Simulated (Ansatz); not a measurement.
Functionals compared on the (110) surface of bcc Nb, clean 1x1 (bottom of the slab: a bare face, its two planes held), in Ansatz (plane waves, PAW). The structure was relaxed with PBE; the other rows are single points on it. Cutoff 420 eV (500 eV for r2SCAN).

Slab: 6 atoms, 11.7 Å thick at the start with caps and adatoms (thin: gaps and levels are the slab's own); k 14x14x1, smearing 0.1 eV, dipole-corrected; 2 atoms held, the rest relaxed; start symmetry kept, larger cells not searched; no spin, no spin-orbit, no U. These notes are the PBE run's.

```tsv
functional	work function of the top face (eV)	rough cost of the single point
PBE	4.49	–
LDA	…	very roughly 40 core-seconds
PBEsol	4.59	roughly 40 core-seconds
RPBE	4.36	around 50 core-seconds (rough)
r2SCAN	4.57	about 90 core-seconds (a rough figure)
```

Task: What belongs in the gaps?

Result: 
- LDA, work function of the top face (eV): 4.74

Ansatz is an electronic-structure program.
